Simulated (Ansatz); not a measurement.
Consider NiO in the rock salt structure (space group Fm-3m, No. 225; ferromagnetic).

```xyz
2
Lattice="0.0000 2.0943 2.0943 2.0943 0.0000 2.0943 2.0943 2.0943 0.0000" Properties=species:S:1:pos:R:3 pbc="T T T"
O      0.0000     0.0000     0.0000
Ni     2.0943     2.0943     2.0943
```

Calculations: r2SCAN (Ansatz, a program for electronic structure, PAW, no spin-orbit coupling).

Base values:

| Quantity | Value |
|---|---|
| Lattice parameter a | 4.189 Å |

Now apply this change: every Ni is replaced by Mn, then cell and atoms are relaxed.

Task: Estimate the effect on the lattice parameter a.

Result: The lattice parameter a rises by 0.2616 Å (4.189 Å → 4.450 Å).

No phonon test of stability was made. No Hubbard U is applied and the magnetic state is the run's own (MnO ferromagnetic; NiO ferromagnetic); other magnetic orders, which need larger cells, were not tried and can change the gap. In its common phase, real MnO is an antiferromagnetic insulator at low temperature. In its common phase, real NiO is an antiferromagnetic insulator at low temperature.
